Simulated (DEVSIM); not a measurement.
Device: abrupt Si n-p junction, at 300 K.

| layer (left to right) | material | thickness (μm) | Nd (cm⁻³) | Na (cm⁻³) | τn (s) | τp (s) |
|---|---|---|---|---|---|---|
| 1 | Si | 2.20 | 4.6e17 | - | 1.6e-6 | 1.6e-6 |
| 2 | Si | 19.0 | - | 1.9e15 | 1.6e-6 | 1.6e-6 |

Left contact: ohmic. Right contact: ohmic. Voltage is applied to the left contact. Recombination: SRH at mid-gap. Mobility is constant in doping.

The device is made up for the run: typed textbook-type constants, with dimensions and the other settings drawn at random. Values at 300 K.

```csv
parameter,Si
gap (eV),1.124
affinity (eV),4.05
permittivity,11.7
Nc (cm⁻³),2.86e19
Nv (cm⁻³),3.1e19
μn (cm²/Vs),1417
μp (cm²/Vs),470
```

DEVSIM, 1D drift-diffusion, Boltzmann statistics, complete ionisation; no tunnelling, impact ionisation, image-force lowering or self-heating.

### Question
Tabulate band edges, carrier densities and field at -0.9 V on the left contact.

### Answer
Energies count from the Fermi level of the right contact; mesh points crowd at the junctions.

```json
[
 {"x (μm)": "0.000", "Ec (eV)": "1.007", "Ev (eV)": "-0.117", "n (cm⁻³)": "4.6e17", "p (cm⁻³)": "250", "field (V/cm)": "≈ 0"},
 {"x (μm)": "0.03222", "Ec (eV)": "1.007", "Ev (eV)": "-0.117", "n (cm⁻³)": "4.6e17", "p (cm⁻³)": "1.2e14", "field (V/cm)": "≈ 0"},
 {"x (μm)": "0.1067", "Ec (eV)": "1.007", "Ev (eV)": "-0.117", "n (cm⁻³)": "4.6e17", "p (cm⁻³)": "4.0e14", "field (V/cm)": "≈ 0"},
 {"x (μm)": "0.2790", "Ec (eV)": "1.007", "Ev (eV)": "-0.117", "n (cm⁻³)": "4.6e17", "p (cm⁻³)": "1.0e15", "field (V/cm)": "≈ 0"},
 {"x (μm)": "0.9413", "Ec (eV)": "1.006", "Ev (eV)": "-0.118", "n (cm⁻³)": "4.6e17", "p (cm⁻³)": "3.5e15", "field (V/cm)": "≈ 0"},
 {"x (μm)": "1.654", "Ec (eV)": "1.006", "Ev (eV)": "-0.118", "n (cm⁻³)": "4.7e17", "p (cm⁻³)": "6.0e15", "field (V/cm)": "≈ 0"},
 {"x (μm)": "1.978", "Ec (eV)": "1.005", "Ev (eV)": "-0.119", "n (cm⁻³)": "4.7e17", "p (cm⁻³)": "7.2e15", "field (V/cm)": "≈ 0"},
 {"x (μm)": "2.144", "Ec (eV)": "1.005", "Ev (eV)": "-0.119", "n (cm⁻³)": "4.7e17", "p (cm⁻³)": "7.8e15", "field (V/cm)": "≈ 0"},
 {"x (μm)": "2.190", "Ec (eV)": "1.009", "Ev (eV)": "-0.115", "n (cm⁻³)": "4.0e17", "p (cm⁻³)": "9.3e15", "field (V/cm)": "6800"},
 {"x (μm)": "2.215", "Ec (eV)": "1.050", "Ev (eV)": "-0.074", "n (cm⁻³)": "8.3e16", "p (cm⁻³)": "4.5e16", "field (V/cm)": "7300"},
 {"x (μm)": "2.268", "Ec (eV)": "1.058", "Ev (eV)": "-0.066", "n (cm⁻³)": "6.0e16", "p (cm⁻³)": "6.2e16", "field (V/cm)": "51"},
 {"x (μm)": "2.476", "Ec (eV)": "1.057", "Ev (eV)": "-0.067", "n (cm⁻³)": "5.9e16", "p (cm⁻³)": "6.1e16", "field (V/cm)": "-28"},
 {"x (μm)": "2.882", "Ec (eV)": "1.056", "Ev (eV)": "-0.068", "n (cm⁻³)": "5.8e16", "p (cm⁻³)": "6.0e16", "field (V/cm)": "-29"},
 {"x (μm)": "3.837", "Ec (eV)": "1.053", "Ev (eV)": "-0.071", "n (cm⁻³)": "5.5e16", "p (cm⁻³)": "5.7e16", "field (V/cm)": "-31"},
 {"x (μm)": "7.370", "Ec (eV)": "1.042", "Ev (eV)": "-0.083", "n (cm⁻³)": "4.5e16", "p (cm⁻³)": "4.7e16", "field (V/cm)": "-38"},
 {"x (μm)": "13.76", "Ec (eV)": "1.010", "Ev (eV)": "-0.114", "n (cm⁻³)": "2.6e16", "p (cm⁻³)": "2.8e16", "field (V/cm)": "-65"},
 {"x (μm)": "18.05", "Ec (eV)": "0.972", "Ev (eV)": "-0.152", "n (cm⁻³)": "1.2e16", "p (cm⁻³)": "1.4e16", "field (V/cm)": "-130"},
 {"x (μm)": "19.88", "Ec (eV)": "0.940", "Ev (eV)": "-0.184", "n (cm⁻³)": "6.0e15", "p (cm⁻³)": "7.9e15", "field (V/cm)": "-250"},
 {"x (μm)": "20.81", "Ec (eV)": "0.907", "Ev (eV)": "-0.217", "n (cm⁻³)": "2.3e15", "p (cm⁻³)": "4.1e15", "field (V/cm)": "-550"},
 {"x (μm)": "21.05", "Ec (eV)": "0.890", "Ev (eV)": "-0.234", "n (cm⁻³)": "1.1e15", "p (cm⁻³)": "2.8e15", "field (V/cm)": "-920"},
 {"x (μm)": "21.15", "Ec (eV)": "0.879", "Ev (eV)": "-0.245", "n (cm⁻³)": "4.3e14", "p (cm⁻³)": "2.2e15", "field (V/cm)": "-1200"},
 {"x (μm)": "21.20", "Ec (eV)": "0.873", "Ev (eV)": "-0.251", "n (cm⁻³)": "61000", "p (cm⁻³)": "1.9e15", "field (V/cm)": "-1200"}
]
```
